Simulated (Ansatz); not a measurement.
Consider the following.

```
CELL_PARAMETERS angstrom
      3.97060     0.00000     0.00000
      0.00000     3.97060     0.00000
      0.00000     0.00000     4.20617
ATOMIC_POSITIONS crystal
  Hf 0.50000 0.50000 0.50000
  Pb 0.00000 0.00000 0.00000
  O  0.00000 0.50000 0.50000
  O  0.50000 0.00000 0.50000
  O  0.50000 0.50000 0.00000
```

No spin polarisation.

A single point on HfPbO3 with a change (biaxial strain −3.60 %, plane normal [001], relaxed out of plane), its geometry relaxed with PBEsol.

Method: plane-wave PAW DFT at the r2SCAN level (Ansatz, a quantum-chemistry and plane-wave program, 500 eV), scalar-relativistic without spin-orbit coupling. k-mesh 8×8×8 (Γ-centred); smearing 0.05 eV (Fermi–Dirac).

Question: What is the computed gap character?

Answer: Direct at X.

Question: What width of the top valence band does the calculation give?

Answer: 1.00 eV.

Question: What is the computed band gap?

Answer: 2.70 eV.

Single points use the geometry relaxed with PBEsol. With Hf and Pb present, leaving out spin-orbit coupling can change the band edges. Whether these cells are dynamically stable was not tested. The cell was made from HfPbO$_{3}$ in the cubic perovskite structure (space group Pm-3m, No. 221; a cell from a computed database, its experimental status unchecked) by this change: biaxial strain −3.60 %, plane normal [001], relaxed out of plane. Many cubic perovskites are stable only at high temperature; tilts and polar distortions were not tested.
